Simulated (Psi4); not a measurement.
Psi4 1.11, TPSS/def2-svp: V(NMe)(Cl)3 (C[N]=[V]([Cl])([Cl])[Cl]), 9 atoms. The geometry is a generated start, not checked to be a minimum at this level.

```json
{
  "task": "energy",
  "method": "tpss",
  "basis": "def2-svp",
  "memory": "3 GB",
  "maxiter": "100",
  "keys_of_the_molecule_block": "symmetry c1",
  "scf_type": "df (default)",
  "guess": "auto, which took SAD (default)",
  "scf_initial_accelerator": "adiis (default)",
  "e_convergence": "1e-06 (default)",
  "d_convergence": "1e-06 (default)",
  "dft_radial_points": "75 (default)",
  "dft_spherical_points": "302 (default)",
  "basis_functions": "128",
  "grid_points": "193908"
}
```

```xyz
9

V     -0.7682     0.5858     1.0295
N      0.0980    -0.0743    -0.1366
C      0.8555    -0.6521    -1.1480
H      0.5656    -0.2340    -2.1212
H      1.9220    -0.4528    -0.9778
H      0.6936    -1.7383    -1.1641
Cl    -0.0055    -0.0045     2.8191
Cl    -2.6963    -0.0368     0.8420
Cl    -0.6646     2.6071     0.8572
```

Charge 0 and multiplicity 1 are set for this test and not shown to be the ground state.

One run each on 2 threads. Values of diis_max_vecs tried: 3, 6, 10 (default), 20.

**Question.** How does the count of SCF iterations change with diis_max_vecs, and where is it least?

**Answer.** Fewest SCF iterations, within one of each other: 6 with 14, 10 (default) with 13, 20 with 13. The count rises to 41 at 3. All converge to one solution.

| diis_max_vecs | SCF iterations | end |
|---|---|---|
| 3 | 41 | same solution |
| 6 | 14 | same solution |
| 10 (default) | 13 | same solution |
| 20 | 13 | same solution |
